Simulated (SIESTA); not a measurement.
A self-consistent single point of Ba3Hf2O7 (I4/mmm, 12 atoms in the cell) with SIESTA

Computed with LDA PW92, numerical atomic orbitals DZP, PseudoDojo LDA standard norm-conserving potentials (rewritten from UPF to PSML) (SIESTA).

Input as run:

```
# files in the folder: Ba.psml Hf.psml O.psml (PseudoDojo LDA standard)
SystemName  Ba3Hf2O7
SystemLabel ba3hf2o7

NumberOfAtoms                12
NumberOfSpecies              3
%block ChemicalSpeciesLabel
  1 56 Ba
  2 72 Hf
  3 8 O
%endblock ChemicalSpeciesLabel
LatticeConstant              11.147945 Ang
%block LatticeVectors
    -0.183824463    0.183824463    0.965617520
     0.183824463   -0.183824463    0.965617520
     0.183824463    0.183824463   -0.965617520
%endblock LatticeVectors
AtomicCoordinatesFormat      Bohr
%block AtomicCoordinatesAndAtomicSpecies
     0.000000000    0.000000000   20.342242217  1
    -0.000000000    0.000000000   27.907522098  1
     0.000000000   -0.000000000   12.776962337  1
    -0.000000000    0.000000000   36.763313825  2
     0.000000000   -0.000000000    3.921170610  2
     0.000000000    0.000000000    0.000000000  3
     3.872549607    0.000000000    3.887809333  3
     0.000000000    3.872549607   16.454432885  3
     0.000000000    3.872549607    3.887809333  3
     3.872549607    0.000000000   16.454432885  3
    -0.000000000    0.000000000   32.909679459  3
    -0.000000000    0.000000000    7.774804975  3
%endblock AtomicCoordinatesAndAtomicSpecies

XC.functional                LDA
XC.authors                   PW92
PAO.BasisSize                DZP
PAO.EnergyShift              0.01 Ry
MeshCutoff                   400 Ry
%block kgrid.MonkhorstPack
    5   0   0  0.0
    0   5   0  0.0
    0   0   5  0.0
%endblock kgrid.MonkhorstPack
OccupationFunction           FD
ElectronicTemperature        10 K

MaxSCFIterations             150
SCF.Mixer.Method             Pulay
SCF.Mixer.Weight             0.2
SCF.Mixer.History            6
SCF.DM.Tolerance             1.0E-04
Diag.ParallelOverK           true
WriteForces                  true
```

Output (repeated stretches shortened):

```
reinit: Reading from file input.fdf

reinit: System Name: Ba3Hf2O7
reinit: System Label: ba3hf2o7

coor:   Atomic-coordinates input format  =     Cartesian coordinates
coor:                                            (in Bohr units)

siesta: Atomic coordinates (Bohr) and species
siesta:      0.00000   0.00000  20.34224  1        1
siesta:     -0.00000   0.00000  27.90752  1        2
siesta:      0.00000  -0.00000  12.77696  1        3
siesta:     -0.00000   0.00000  36.76331  2        4
siesta:      0.00000  -0.00000   3.92117  2        5
siesta:      0.00000   0.00000   0.00000  3        6
siesta:      3.87255   0.00000   3.88781  3        7
siesta:      0.00000   3.87255  16.45443  3        8
siesta:      0.00000   3.87255   3.88781  3        9
siesta:      3.87255   0.00000  16.45443  3       10
siesta:     -0.00000   0.00000  32.90968  3       11
siesta:     -0.00000   0.00000   7.77480  3       12

siesta: System type = bulk

initatomlists: Number of atoms, orbitals, and projectors:     12   156   209

siesta: ******************** Simulation parameters ****************************
redata: Spin configuration                          = none
redata: Time-Reversal Symmetry                      = T
redata: Number of Atomic Species                    =        3
redata: Mesh Cutoff                                 =   400.0000 Ry
redata: Net charge of the system                    =     0.0000 |e|
redata: Min. number of SCF Iter                     =        0
redata: Max. number of SCF Iter                     =      150
redata: SCF convergence failure will abort job
redata: SCF mix quantity                            = Hamiltonian
redata: Mix DM or H after convergence               =   F
redata: Recompute H after scf cycle                 =   F
redata: Mix DM in first SCF step                    =   T
redata: No kicks to SCF
redata: DM Mixing Weight for Kicks                  =     0.5000
   [... lines left out ...]
diag: Parallel distribution                         =     1 x     1
diag: Used triangular part                          = Lower
diag: Absolute tolerance                            =  0.100E-15
diag: Orthogonalization factor                      =  0.100E-05
diag: Memory factor                                 =  1.0000

superc: Internal auxiliary supercell:     5 x     5 x     9  =     225
superc: Number of atoms, orbitals, and projectors:   2700  35100  47025

                        Single-point calculation

superc: Internal auxiliary supercell:     5 x     5 x     9  =     225
superc: Number of atoms, orbitals, and projectors:   2700  35100  47025

outcell: Unit cell vectors (Ang):
       -2.049265    2.049265   10.764651
        2.049265   -2.049265   10.764651
        2.049265    2.049265  -10.764651

outcell: Cell vector modules (Ang)   :   11.147945   11.147945   11.147945
outcell: Cell angles (23,13,12) (deg):    158.8148    158.8148     30.1362
outcell: Cell volume (Ang**3)        :    180.8241
new_DM -- step:     1
Initializing Density Matrix...

Attempting to read DM from file... Failed...
DM filled with atomic data:

InitMesh: MESH = 90 x 90 x 64 = 518400
InitMesh: Mesh cutoff (required, used) =   400.000   415.636 Ry

stepf: Fermi-Dirac step function
        iscf     Eharris(eV)        E_KS(eV)     FreeEng(eV)     dDmax    Ef(eV) dHmax(eV)
   scf:    1    -8444.432798    -8504.621417    -8504.621417  1.237020 -3.309071 10.994109
   scf:    2    -8530.512616    -8519.678154    -8519.678154  0.445248 -4.401080  4.548683
   scf:    3    -8523.754257    -8523.000268    -8523.000268  0.380027 -5.426574  0.949166
   scf:    4    -8523.065908    -8523.089881    -8523.089881  0.059511 -5.653417  0.811053
   scf:    5    -8523.153359    -8523.126310    -8523.126310  0.023607 -5.710282  0.526474
   scf:    6    -8523.155407    -8523.150295    -8523.150295  0.042861 -5.958463  0.202180
   scf:    7    -8523.154549    -8523.152692    -8523.152692  0.004983 -5.949890  0.092997
   scf:    8    -8523.153730    -8523.153666    -8523.153666  0.003488 -5.920028  0.036803
   scf:    9    -8523.153749    -8523.153731    -8523.153731  0.000599 -5.925122  0.005375
   scf:   10    -8523.153736    -8523.153734    -8523.153734  0.000386 -5.924509  0.003819
   scf:   11    -8523.153737    -8523.153735    -8523.153735  0.000494 -5.923659  0.001289
   scf:   12    -8523.153736    -8523.153736    -8523.153736  0.000059 -5.923537  0.000377
SCF Convergence by DM+H criterion
max |DM_out - DM_in|         :     0.0000590258
max |H_out - H_in|      (eV) :     0.0003773553
SCF cycle converged after 12 iterations

Using DM_out to compute the final energy and forces

siesta: E_KS(eV) =            -8523.1537

siesta: E_KS - E_eggbox =     -8523.1537

siesta: Atomic forces (eV/Ang):
     1   -0.000000   -0.000000   -0.000000
     2    0.000236    0.000236   -1.101398
     3   -0.000236   -0.000236    1.101398
     4    0.002834    0.002834    0.143701
     5   -0.002834   -0.002834   -0.143701
     6   -0.000000   -0.000000   -0.000000
     7   -0.000571   -0.000259    0.000572
     8    0.000571    0.000259   -0.000572
     9   -0.000259   -0.000571    0.000573
    10    0.000259    0.000571   -0.000572
    11    0.000123    0.000123   -0.707309
    12   -0.000123   -0.000123    0.707309
   Tot   -0.000000   -0.000000    0.000000
   Max    1.101398
   Res    0.310379    sqrt( Sum f_i^2 / 3N )
   Max    1.101398    constrained

Stress tensor Voigt[x,y,z,yz,xz,xy] (kbar):      -20.46      -20.46      -40.02       -0.01       -0.01        0.03
(Free)E + p*V (eV/cell)    -8520.1086
Target enthalpy (eV/cell)    -8523.1537

siesta: Program's energy decomposition (eV):
siesta: Ebs     =     -1936.215560
siesta: Eions   =     12058.204172
siesta: Ena     =      2158.437659
siesta: Ekin    =      3471.257149
siesta: Enl     =       -55.224076
siesta: Eso     =         0.000000
siesta: Edftu   =         0.000000
siesta: DEna    =        60.615679
siesta: DUscf   =         6.363844
siesta: DUext   =         0.000000
siesta: Ex      =     -1892.105560
siesta: Ec      =      -214.294257
siesta: Exc     =     -2106.399818
siesta: Eharris =     -8523.153736
siesta: Etot    =     -8523.153736
siesta: FreeEng =     -8523.153736

siesta: Atomic forces (eV/Ang):
siesta:      1   -0.000000   -0.000000   -0.000000
siesta:      2    0.000236    0.000236   -1.101398
siesta:      3   -0.000236   -0.000236    1.101398
siesta:      4    0.002834    0.002834    0.143701
siesta:      5   -0.002834   -0.002834   -0.143701
siesta:      6   -0.000000   -0.000000   -0.000000
siesta:      7   -0.000571   -0.000259    0.000572
siesta:      8    0.000571    0.000259   -0.000572
siesta:      9   -0.000259   -0.000571    0.000573
siesta:     10    0.000259    0.000571   -0.000572
siesta:     11    0.000123    0.000123   -0.707309
siesta:     12   -0.000123   -0.000123    0.707309
siesta: ----------------------------------------
siesta:    Tot   -0.000000   -0.000000    0.000000

siesta: Stress tensor (static) (eV/Ang**3):
siesta:    -0.012771    0.000016   -0.000009
siesta:     0.000016   -0.012771   -0.000009
siesta:    -0.000009   -0.000009   -0.024980

siesta: Cell volume =        180.824050 Ang**3

siesta: Pressure (static):
siesta:                Solid            Molecule  Units
siesta:           0.00018342          0.00049939  Ry/Bohr**3
siesta:           0.01684051          0.04585189  eV/Ang**3
siesta:          26.98147696         73.46281948  kBar
```

The run converged in 12 iterations.

The starting cell comes from a database of computed structures (which also holds hypothetical and non-ambient phases and stackings), without a prior relaxation at this level. Its lattice was rescaled by a random factor within 2.5 % of one. Values carry the incompleteness of an atom-centred basis. Forces in this geometry exceed 1 eV/Å.

Cost on one core of a shared machine: roughly 4 min.
